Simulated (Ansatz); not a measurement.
## A computed series for VSi2: point defects

Take a 9-atom supercell of VSi₂ (space group P6_222, No. 180; a = 4.523 Å, c = 6.320 Å) at its relaxed geometry as the base.

One neutral defect a cell, atoms relaxed at fixed cell.

Level of theory: Ansatz (a program for electronic structure) PBEsol, spin-orbit coupling left out.

| change | largest displacement of a host atom from its site in the perfect cell | pressure |
|---|---|---|
| perfect supercell | – | 0.0 GPa |
| Si on a V site (antisite), symmetric start | 0.04 Å | 6.2 GPa |
| Sc on a V site | 0.06 Å | 15.3 GPa |
| Mo on a Si site, symmetric start | 0.25 Å | 8.9 GPa |

Other magnetic orders, which the real material may have, were not ruled out. The cell is small, so the values are those of an ordered compound at a high defect concentration; dilute-limit values will differ. Defects with a symmetric start kept the site's symmetry and may sit on a saddle; the others started slightly shaken. Starting moments died away, wholly or in part, for Si on a V site (antisite), the base, Sc on a V site and Mo on a Si site; another magnetic solution may exist. Spin-polarised in the final run: Si on a V site (antisite), Sc on a V site and Mo on a Si site; the other runs are not. An odd electron count without spin: VSi2.
